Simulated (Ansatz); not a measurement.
The starting structures come from a database of crystals and need not be the phases stable at ambient conditions.

The decay constant κ of evanescent states in the gap governs leakage through a thin film.

Data:

```yaml
crystal:
  lattice:
    - [4.79854, 0.00000, 0.00000]
    - [-2.39927, 4.15566, 0.00000]
    - [0.00000, 0.00000, 8.20590]
  atoms:
    - { symbol: Ba, position: [0.00000, 0.00000, 0.00000] }
    - { symbol: Mg, position: [0.66667, 0.33333, 0.37666] }
    - { symbol: Mg, position: [0.33333, 0.66667, 0.62334] }
    - { symbol: Sb, position: [0.66667, 0.33333, 0.73051] }
    - { symbol: Sb, position: [0.33333, 0.66667, 0.26949] }
```

Space group of this cell: P-3m1. The cell is taken as given.

Transport runs along the normal of the first two printed cell vectors, the (001) plane of the conventional cell.

No gap correction and no spin-orbit coupling; mid-gap values are interpolated between computed energies.

Problem. State the band gap and the smallest decay constant κ at mid-gap according to r2SCAN (Ansatz, an electronic-structure program).

Solution. Gap 1.21 eV on a 12×12×4 mesh; κ = 0.119 1/Å, at the zone centre.
